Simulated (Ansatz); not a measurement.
Input:

```yaml
crystal:
  lattice:
    - [0.00000, 2.29993, 2.08618]
    - [2.29993, 0.00000, 2.08618]
    - [2.29993, 2.29993, 0.00000]
  atoms:
    - { symbol: Si, position: [0.00000, 0.00000, 0.00000] }
    - { symbol: C, position: [0.25000, 0.25000, 0.25000] }
```

The numbers are results of r2SCAN with spin-orbit coupling, rigid bands (plane waves, PAW; Ansatz, a first-principles code), not measurements. Condition of this run: biaxial stress in (001) of -20 GPa (compression positive) (the target of the relaxation). Geometry: cell and atoms relaxed with PBEsol, then loaded as said.

Task: What conductivity effective mass do dilute holes have at 300 K?

Result: 0.61 (x), 0.61 (y), 0.43 (z) mₑ.

Task: Predict the electron conductivity mass (n e² τ/σ) at 300 K, by direction if it differs.

Result: 0.27 (x), 0.27 (y), 0.58 (z) mₑ.

Task: And the band gap?

Result: 0.84 eV at this level; semilocal functionals usually fall short of the measured gap.

Rigid bands, one relaxation time for all states, no polarons. Geometry: cell and atoms relaxed with PBEsol.
